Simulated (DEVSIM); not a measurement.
Device: Pd/Al2O3/p-Si capacitor, at 250 K.

| layer (left to right) | material | thickness (nm) | Na (cm⁻³) |
|---|---|---|---|
| 1 | Al2O3 | 9.90 | - |
| 2 | Si | 4900 | 1.4e16 |

Metal gate on the left, work function 5.2 eV. Fixed charge at the semiconductor interface -9.2e10 cm⁻² (in units of +e); no interface traps.

This is a model device: material constants are rounded textbook-type values typed into the input, and sizes, dopings and lifetimes were drawn at random. Values at 300 K; Nc and Nv go as T^1.5, mobilities as T to minus their exponent, the gap by Varshni's rule with the affinity fixed.

```tsv
parameter	Al2O3	Si
gap (eV)	6.8	1.124
affinity (eV)	1.35	4.05
permittivity	9	11.7
Nc (cm⁻³)	-	2.86e19
Nv (cm⁻³)	-	3.1e19
Varshni α (eV/K)	-	0.000473
Varshni β (K)	-	636
```

DEVSIM, 1D Poisson equation in equilibrium, Boltzmann statistics, complete ionisation; no quantum confinement or tunnelling. Metal contacts follow the ideal Schottky-Mott rule: no Fermi-level pinning, no interface dipoles.

The temperature was swept, all else fixed.

```tsv
temperature (K)	minimum of the low-frequency capacitance (μF/cm²)	threshold voltage (band bending 2φF) (V)	flat-band voltage (V)
250	0.0392	1.09	0.19
300	0.0430	1.04	0.24
350	0.0469	1.00	0.30
400	0.0536	0.95	0.35
450	0.0615	0.91	0.41
500	0.0794	0.86	0.47
```

From the first row to the last the minimum of the low-frequency capacitance goes from 0.0392 to 0.0794. From the first row to the last the threshold voltage (band bending 2φF) goes from 1.09 to 0.86.
